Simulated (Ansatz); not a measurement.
Base system: Al2Cu (space group I4/mcm, No. 140; a = 6.006 Å, c = 4.790 Å).

Method: r2SCAN/PAW in Ansatz (a first-principles code), without spin-orbit coupling.

One change was made to it. Results:

```
quantity                    base        after
-------------------  -----------  -----------
lattice parameter a  11.349 bohr  11.303 bohr
c/a ratio                  0.798        0.797
```

Question: Which of these changes matches the shifts?
A) pressure 3 GPa
B) pressure 1.5 GPa
C) pressure 10 GPa

Answer: B, pressure 1.5 GPa. For comparison, the lattice parameter a in the other runs: pressure 10 GPa gives 11.078 bohr; pressure 3 GPa gives 11.259 bohr.

Load acts through the strain it causes; cell and atoms are relaxed under it. Whether these cells are dynamically stable was not tested. Competing high-pressure phases were not computed. The final runs are not spin-polarised.
